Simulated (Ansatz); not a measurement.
**BeSe, pressure series**

Consider BeSe in the zinc blende structure (space group F-43m, No. 216; a = 5.178 Å).

Cell and atoms are relaxed at each pressure.

The values are results of PBE (Ansatz, a first-principles code; PAW; 420 eV plane waves; no spin-orbit coupling), not measurements.

```tsv
pressure (GPa)	volume per atom (Å³/atom)
-2	17.844
-1	17.589
0	17.352
0.3	17.283
0.7	?
3	16.718
5	16.351
7.5	15.941
10	15.575
```

Q: Fit the third-order Birch–Murnaghan form P(V) = (3B₀/2)[(V₀/V)^(7/3) − (V₀/V)^(5/3)]·[1 + (3/4)(B₀′ − 4)((V₀/V)^(2/3) − 1)] (squares taken in P) to the rows shown and predict the withheld row.

A: Least squares on the printed values gives V₀ = 17.351 Å³/atom, B₀ = 75.2 GPa, B₀′ = 3.9; this predicts 17.193 Å³/atom, and the run gives 17.193 Å³/atom, in agreement.

Load acts through the strain it causes; cell and atoms are relaxed under it. Whether these cells are dynamically stable was not tested. No other phases were tried under pressure.
